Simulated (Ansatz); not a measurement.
# WSe2: response to strain

Base system: WSe₂ in the 2H-MoS2 type structure (space group P6_3/mmc, No. 194; a = 3.279 Å, c = 12.786 Å; layered, stacked along the Cartesian z axis). Axes: x lies along a and z along c of the hexagonal cell.

Strains are applied to the cell and any free atomic positions relax; under biaxial strain the out-of-plane vector relaxes too.

Calculations: PBE-D3(BJ) (Ansatz, an electronic-structure program; PAW; 420 eV plane waves; no SOC), earlier PAW set.

| biaxial strain, plane normal [001], relaxed out of plane (%) | out-of-plane strain (%) |
|---|---|
| -4.25 | 1.71 |
| -1.83 | ? |
| -1.55 | 0.59 |
| -0.64 | 0.25 |
| 0 | 0.00 |

Fit ε⊥ = −νε + γε² (strains in %) to the rows shown and predict the withheld row.

Least squares on the printed values gives ν = 0.37 (the biaxial Poisson response) and γ = 0.007 (largest residual 0.01 %); this predicts 0.71 %, and the run gives 0.70 %, in agreement.

Whether these cells are dynamically stable was not tested.
